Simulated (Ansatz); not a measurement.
The parent structure is Hf2S (space group P6_3/mmc, No. 194; a cell from a computed database, its experimental status unchecked).

```xyz
6
Lattice="3.3453 0.0000 0.0000 -1.6727 2.8971 0.0000 0.0000 0.0000 11.6712" Properties=species:S:1:pos:R:3 pbc="T T T"
Hf     1.6727     0.9657    10.4895
Hf     0.0000     1.9314     1.1816
Hf     0.0000     1.9314     4.6540
Hf     1.6727     0.9657     7.0172
S      0.0000     0.0000     8.7534
S      0.0000     0.0000     2.9178
```

The values are results of PBEsol (Ansatz, a program for electronic structure, PAW, no spin-orbit coupling), not measurements.

Before the change:

| Item | Value |
|---|---|
| Volume per atom | 18.85 Å³ |
| Band gap | zero |

It is then changed as follows: Rh takes the place of S on all its sites; the structure is relaxed again.

Tabulated Pauling electronegativity and covalent radius: S 2.58, 1.05 Å; Rh 2.28, 1.42 Å.

### Question
Predict the new volume per atom.

### Answer
The volume per atom shrinks by 0.03 Å³ (18.85 Å³ → 18.82 Å³).

### Question
Predict the new band gap.

### Answer
The band gap remains zero.

Whether these cells are dynamically stable was not tested. As relaxed here, Hf2Rh is a hypothetical phase, not in the database extracts checked. The final runs are not spin-polarised.
